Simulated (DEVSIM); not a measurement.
Structure: Schottky contact on p-type Si, at 300 K.

Layer 1 from the left is Si, thickness (μm) 6.80, Na (cm⁻³) 1.9e16, τn (s) 0.00017, τp (s) 0.00017. Layer 2 from the left is Si, thickness (μm) 6.40, Na (cm⁻³) 1.2e18, τn (s) 0.00017, τp (s) 0.00017.

Left contact: Schottky, work function 4.544 eV, emission velocity 7.8e6 cm/s. Right contact: ohmic. Voltage is applied to the left contact. Recombination: SRH at mid-gap, Auger. Mobility is μmin + (μ − μmin)/(1 + (N/Nref)^α).

Constants are typed, rounded textbook-type inputs, not results; the design itself was drawn at random and stands for no fabricated device. Values at 300 K.

Si: gap (eV) 1.124, affinity (eV) 4.05, permittivity 11.7, Nc (cm⁻³) 2.86e19, Nv (cm⁻³) 3.1e19, μn (cm²/Vs) 1417, μp (cm²/Vs) 470, μn,min 52, μp,min 45, Nref,n 9.7e16, Nref,p 2.2e17, αn 0.68, αp 0.72, Cn (cm⁶/s) 2.8e-31, Cp (cm⁶/s) 9.9e-32.

Model (solved in DEVSIM): 1D drift-diffusion, Boltzmann statistics, complete ionisation; no tunnelling, impact ionisation, image-force lowering or self-heating. Metal contacts follow the ideal Schottky-Mott rule: no Fermi-level pinning, no interface dipoles.

Dark forward current:

| |V| (V) | |J| (A/cm²) |
|---|---|
| 0.05 | 0.004180 |
| 0.10 | 0.03225 |
| 0.15 | 0.2191 |
| 0.20 | 1.419 |
| 0.25 | 8.028 |
| 0.30 | 31.29 |
| 0.35 | 76.29 |
| 0.40 | 136.1 |
| 0.45 | 204.2 |
| 0.50 | 277.1 |
| 0.55 | 353.1 |
| 0.60 | 431.3 |
| 0.65 | 510.9 |
| 0.70 | 591.7 |
| 0.75 | 673.4 |
| 0.80 | 755.7 |
| 0.85 | 838.7 |
| 0.90 | 922.1 |
| 0.95 | 1006 |
| 1.00 | 1090 |
| 1.05 | 1175 |
| 1.10 | 1259 |
| 1.15 | 1344 |
| 1.20 | 1429 |
| 1.25 | 1515 |
| 1.30 | 1600 |

Work out the local ideality factor n = ΔV / (kT/q · ln(J2/J1)) between the rows 0.15 and 0.20 V, 1.25 and 1.30 V.

kT/q = 25.85 mV. From 0.15 to 0.20 V: ln(1.419/0.2191) = 1.868, n = 1.04, near the 1 of diffusion or emission over a barrier. From 1.25 to 1.30 V: ln(1600/1515) = 0.055, n = 35.43; the layers' resistance at their doping, Σ W/(qμN) = 0.00057 Ω cm², would take 49 mV of this step of 50 mV.

Estimate the current at 0.15 V for emission alone, J0 = q v N_band exp(−φB/kT), and read the barrier back from the simulated current.

φB = 0.630 eV, N_band = 3.10e19 cm⁻³, J0 = 0.00101 A/cm²; J = J0 (exp(qV/kT) − 1) = 0.333 A/cm². The simulation gives 0.219 A/cm²; the estimate lies 52 % above. Read backwards, the simulated current gives an apparent barrier of 0.641 eV. The estimate leaves out transport through the depletion region and minority injection.
